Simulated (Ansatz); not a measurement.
## Rh in the fcc (Cu type) structure (space group Fm-3m, No. 225)

```
Rh
1.0
    0.00000     1.91513     1.91513
    1.91513     0.00000     1.91513
    1.91513     1.91513     0.00000
Rh
1
Cartesian
  0.00000   0.00000   0.00000
```

Method: PBE (Ansatz, a first-principles code; PAW; 420 eV plane waves; spin-orbit coupling left out), earlier PAW set. k-mesh 21×21×21 (Γ-centred); smearing 0.05 eV (Fermi–Dirac).

| Quantity | Value |
|---|---|
| Volume per atom | 14.05 Å³ |
| Density | 12.16 g/cm³ |
| Band gap | zero |
| Total energy | -6402.937 eV/atom (σ→0; compares only within this code and set-up) |

Whether these cells are dynamically stable was not tested. All final runs are without spin polarisation.
